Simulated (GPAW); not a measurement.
A self-consistent single point of Bi2Pd (I4/mmm, 3 atoms in the cell) with GPAW.

Computed with PBEsol, GPAW PAW datasets PBEsol (made by gpaw-setup) (plane waves; GPAW).

The change in words: lattice scaled by 0.98. Reference geometry:
```xyz
3
Lattice="-1.6933 1.6933 6.6235 1.6933 -1.6933 6.6235 1.6933 1.6933 -6.6235" Properties=species:S:1:pos:R:3 pbc="T T T"
Bi     0.0000     0.0000     8.3763
Bi     0.0000     0.0000     4.8706
Pd     0.0000     0.0000     0.0000
```

Reference input (self-consistent single point, DFT PBEsol, plane waves, GPAW PAW datasets PBEsol (made by gpaw-setup)): mode = pw; ecut = 550 eV; xc = PBEsol; kpts = 9 9 9; mesh shift (steps) = 0 0 0; occupations.name = fermi-dirac; occupations.width = 0.1 eV; nbands = -7; convergence.forces = 0.001 eV/Å; symmetry.symmorphic = false; symmetry.tolerance = 0.0005; maxiter = 120. This run's input differs from it in these lines:

```diff
@@ -5,7 +5,7 @@
 atoms = Atoms(['Bi', 'Bi', 'Pd'],
-              cell=[[-1.693340, 1.693340, 6.623470],
-                    [1.693340, -1.693340, 6.623470],
-                    [1.693340, 1.693340, -6.623470]],
-              positions=[[0.000000, -0.000000, 8.376305],
-                         [-0.000000, 0.000000, 4.870635],
+              cell=[[-1.659473, 1.659473, 6.491001],
+                    [1.659473, -1.659473, 6.491001],
+                    [1.659473, 1.659473, -6.491001]],
+              positions=[[0.000000, -0.000000, 8.208780],
+                         [-0.000000, 0.000000, 4.773222],
                          [0.000000, 0.000000, 0.000000]],
```

The program printed (abridged):

```
     iter     time        total  log10-change:
                         energy   eigst   dens  force
iter:   1 --:--:--   -17.668861
iter:   2 --:--:--   -16.499891   -1.61  -1.32
iter:   3 --:--:--   -15.658413   -1.38  -1.47
iter:   4 --:--:--   -15.583531   -1.41  -1.63
iter:   5 --:--:--   -15.548658   -2.30  -1.80
iter:   6 --:--:--   -15.510109   -1.78  -2.03
iter:   7 --:--:--   -15.563915   -2.55  -1.90
iter:   8 --:--:--   -15.461555   -2.03  -2.16
iter:   9 --:--:--   -15.462412   -3.45  -2.83
iter:  10 --:--:--   -15.461076c  -3.85  -2.77
iter:  11 --:--:--   -15.461281c  -5.27  -2.95
iter:  12 --:--:--   -15.460686c  -4.14  -2.88
iter:  13 --:--:--   -15.460516c  -5.36  -3.20
iter:  14 --:--:--   -15.460812c  -4.70  -3.18
   [... 5 lines left out ...]
iter:  20 --:--:--   -15.460692c  -4.90  -3.42
iter:  21 --:--:--   -15.460661c  -5.79  -3.58
iter:  22 --:--:--   -15.460644c  -5.51  -3.64
iter:  23 --:--:--   -15.460627c  -6.48  -3.94
iter:  24 --:--:--   -15.460628c  -7.81c -4.42c
iter:  25 --:--:--   -15.460628c  -8.32c -4.43c -3.94c
Converged after 25 iterations.

Dipole moment: (-0.000000, -0.000000, 0.000000) |e|*Ang

Energy contributions relative to reference atoms: (reference = -1306548.392641)

Kinetic:        +37.397272
Potential:      -37.156672
External:        +0.000000
XC:             -12.524985
Entropy (-ST):   -0.042220
Local:           -3.155132
SIC:             +0.000000
--------------------------
Free energy:    -15.481738
Extrapolated:   -15.460628

Showing only first 2 kpts
 Kpt  Band  Eigenvalues  Occupancy
  0    21     10.67304    0.00000
  0    22     11.43408    0.00000
  0    23     11.43408    0.00000
  0    24     12.59316    0.00000

  1    21      9.78682    0.00178
  1    22      9.90721    0.00054
  1    23     10.54297    0.00000
  1    24     11.24574    0.00000

Fermi level: 9.08460

No gap
No difference between direct/indirect transitions
Energy (eV): -15.460628

Forces in eV/Ang:
  0 Bi    0.00000    0.00000    0.46717
  1 Bi    0.00000    0.00000   -0.46717
  2 Pd    0.00000    0.00000    0.00000

Stress tensor:
    -0.020375     0.000000    -0.000000
     0.000000    -0.020375    -0.000000
    -0.000000    -0.000000    -0.016740
Stress (GPa, Voigt): [-3.2645 -3.2645 -2.682  -0.     -0.      0.    ]
```

The run converged in 25 iterations. GPAW prints stress with tension positive. Against the reference run the free energy rises by 2.0 meV/atom, the pressure goes from -2.37 to 3.07 GPa and the largest force goes from 0.014 to 0.467 eV/Å.

The starting cell comes from a database of computed structures (which also holds hypothetical and non-ambient phases and stackings), without a prior relaxation at this level. For this run, on top of that: lattice scaled by 0.98. Spin polarisation is off. With a pressure of about 3 GPa the cell is away from its equilibrium volume at this level.

Cost on one core of a shared machine: roughly 5 min.
